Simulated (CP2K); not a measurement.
## CP2K run on MgAl (P-6m2, 2 atoms in the cell): self-consistent single point

Level of theory: CP2K 2026.2 with LDA (Pade form), GPW, DZVP-MOLOPT-SR-GTH basis, GTH-PADE potentials (GTH_POTENTIALS).

Input as run:

```
&GLOBAL
  PROJECT scf
  RUN_TYPE ENERGY_FORCE
  PRINT_LEVEL MEDIUM
&END GLOBAL
&FORCE_EVAL
  METHOD Quickstep
  STRESS_TENSOR ANALYTICAL
  &DFT
    BASIS_SET_FILE_NAME BASIS_MOLOPT
    POTENTIAL_FILE_NAME GTH_POTENTIALS
    &QS
      METHOD GPW
      EPS_DEFAULT 1E-10
    &END QS
    &MGRID
      CUTOFF 1000
      REL_CUTOFF 60
      NGRIDS 5
    &END MGRID
    &SCF
      SCF_GUESS ATOMIC
      EPS_SCF 1E-7
      MAX_SCF 100
      ADDED_MOS 4
      &DIAGONALIZATION
        ALGORITHM STANDARD
      &END DIAGONALIZATION
      &MIXING
        METHOD BROYDEN_MIXING
        ALPHA 0.3
        NBUFFER 8
      &END MIXING
      &SMEAR ON
        METHOD GAUSSIAN
        SIGMA [eV] 0.1
      &END SMEAR
    &END SCF
    &KPOINTS
      SCHEME MONKHORST-PACK 10 10 6
      GAMMA_CENTERED T
    &END KPOINTS
    &XC
      &XC_FUNCTIONAL PADE
      &END XC_FUNCTIONAL
    &END XC
    &PRINT
      &MO
        EIGENVALUES T
        OCCUPATION_NUMBERS T
        NDIGITS 8
        FILENAME mo
        &EACH
          QS_SCF 0
        &END EACH
        ADD_LAST NUMERIC
      &END MO
      &MULLIKEN ON
      &END MULLIKEN
    &END PRINT
  &END DFT
  &SUBSYS
    &CELL
      A 2.99384000 0.00000000 0.00000000
      B -1.49692000 2.59274100 0.00000000
      C 0.00000000 0.00000000 4.85148000
      PERIODIC XYZ
    &END CELL
    &COORD
      Mg       0.00000000     0.00000000     2.42574000
      Al      -0.00000150     1.72849486     0.00000000
    &END COORD
    &KIND Mg
      BASIS_SET DZVP-MOLOPT-SR-GTH
      POTENTIAL GTH-PADE-q10
    &END KIND
    &KIND Al
      BASIS_SET DZVP-MOLOPT-SR-GTH
      POTENTIAL GTH-PADE-q3
    &END KIND
  &END SUBSYS
  &PRINT
    &FORCES ON
    &END FORCES
    &STRESS_TENSOR ON
    &END STRESS_TENSOR
  &END PRINT
&END FORCE_EVAL
```

Output (repeated stretches shortened):

```
 GLOBAL| Method name                                                        CP2K
 GLOBAL| Project name                                                        scf
 GLOBAL| Run type                                                   ENERGY_FORCE

 CELL| Volume [angstrom^3]:                                            37.658409
 CELL| Vector a [angstrom]:       2.994     0.000     0.000   |a| =     2.993840
 CELL| Vector b [angstrom]:      -1.497     2.593     0.000   |b| =     2.993840
 CELL| Vector c [angstrom]:       0.000     0.000     4.851   |c| =     4.851480
 CELL| Angle (b,c), alpha [degree]:                                    90.000000
 CELL| Angle (a,c), beta  [degree]:                                    90.000000
 CELL| Angle (a,b), gamma [degree]:                                   120.000005
 CELL| Numerically orthorhombic:                                              NO
 CELL| Periodicity                                                           XYZ

 DFT| Spin restricted Kohn-Sham (RKS) calculation                            RKS
 DFT| Multiplicity                                                             2
 DFT| Number of spin states                                                    1
 DFT| Charge                                                                   0
 DFT| XC density smoothing                                                  NONE
 DFT| XC derivatives                                                          PW

 QS| Method:                                                                 GPW
 QS| Density plane wave grid type                        NON-SPHERICAL FULLSPACE
 QS| Number of grid levels:                                                    5
 QS| Density cutoff [a.u.]:                                                500.0
 QS| Multi grid cutoff [a.u.]: 1) grid level                               500.0
   [... lines left out ...]
 BRILLOUIN| Wavefunction type                                            COMPLEX
 BRILLOUIN| List of Kpoints [2 Pi/Bohr]                                      304
 BRILLOUIN| Number           Weight            X              Y              Z
 BRILLOUIN|     1           0.00333       -0.40000       -0.40000       -0.33333
 BRILLOUIN|     2           0.00333       -0.40000       -0.40000       -0.16667
 BRILLOUIN|     3           0.00333       -0.40000       -0.40000        0.00000
   [... 301 lines left out ...]
 *******************************************************************************

 Extrapolation method: initial_guess

 Re-scaling the density matrix to get the right number of electrons
                  # Electrons              Trace(P)               Scaling factor
                           13                13.000                        1.000

 Number of electrons:                                                         13
 Number of occupied orbitals:                                                  7
 Number of molecular orbitals:                                                11

 Number of orbital functions:                                                 22
 Number of independent orbital functions:                                     22
 SCF WAVEFUNCTION OPTIMIZATION

  Step     Update method      Time    Convergence         Total energy    Change
     1 NoMix/Diag. 0.30E+00      -     1.18582755       -65.5424648740 -6.55E+01
     2 Broy./Diag. 0.30E+00      -     0.08831457       -65.4361863463  1.06E-01
     3 Broy./Diag. 0.30E+00      -     0.13984423       -65.3034836803  1.33E-01
     4 Broy./Diag. 0.30E+00      -     0.06304786       -65.2544700486  4.90E-02
     5 Broy./Diag. 0.30E+00      -     0.03454757       -65.2527240071  1.75E-03
     6 Broy./Diag. 0.30E+00      -     0.00080921       -65.2413675639  1.14E-02
     7 Broy./Diag. 0.30E+00      -     0.00169368       -65.2422193620 -8.52E-04
     8 Broy./Diag. 0.30E+00      -     0.00017516       -65.2419920751  2.27E-04
     9 Broy./Diag. 0.30E+00      -     0.00009109       -65.2418942874  9.78E-05
    10 Broy./Diag. 0.30E+00      -     0.00000178       -65.2418770219  1.73E-05
    11 Broy./Diag. 0.30E+00      -     0.00000133       -65.2418784926 -1.47E-06
    12 Broy./Diag. 0.30E+00      -     4.1560E-09       -65.2418786533 -1.61E-07
  *** SCF run converged in    12 steps ***

  Electronic density on regular grids:        -12.9999999793        0.0000000207
  Core density on regular grids:               12.9999999991       -0.0000000009
  Total charge density on r-space grids:        0.0000000198
  Total charge density g-space grids:           0.0000000198

  Overlap energy of the core charge distribution:               0.00000000000000
  Self energy of the core charge distribution:               -139.36809015373879
  Core Hamiltonian energy:                                     41.75444485732719
  Hartree energy:                                              41.52954262825691
  Exchange-correlation energy:                                 -9.15765406506557
  Smearing free energy correction:                             -0.00012192003681
  Fermi energy:                                                 0.22136381991947

  Total energy:                                               -65.24187865325592
  Total energy (extrapolated to sigma->0):                    -65.24181769323752

                     Mulliken Population Analysis

 #  Atom  Element  Kind  Atomic population                           Net charge
       1     Mg       1          9.947906                              0.052094
       2     Al       2          3.052094                             -0.052094
 # Total charge                             13.000000                 -0.000000

 ENERGY| Total FORCE_EVAL ( QS ) energy [hartree]            -65.241878665150068

 FORCES| Atomic forces [hartree/bohr]
 FORCES|   Atom     x               y               z               |f|
 FORCES|      1 -2.55923050E-08  3.85817811E-08  1.82682177E-13   4.62981632E-08
 FORCES|      2  2.55530894E-08 -3.88712339E-08 -4.25508038E-16   4.65180954E-08
 FORCES| Sum    -3.92156356E-11 -2.89452718E-10  1.82256669E-13
 FORCES| Total atomic force                                       2.92097202E-10

 STRESS| Analytical stress tensor [bar]
 STRESS|                        x                   y                   z
 STRESS|      x        3.52959074837E+03  -9.53364563940E-02  -4.42548691420E-08
 STRESS|      y       -9.53364563940E-02   3.52853219528E+03  -7.98863249912E-08
 STRESS|      z       -4.42548691420E-08  -7.98863249912E-08  -8.86457219112E+02
 STRESS| 1/3 Trace                                             2.05722190818E+03
```

The run converged in 12 iterations.

The starting cell comes from a database of computed structures (which also holds hypothetical and non-ambient phases and stackings), without a prior relaxation at this level. Values carry the incompleteness of an atom-centred basis.
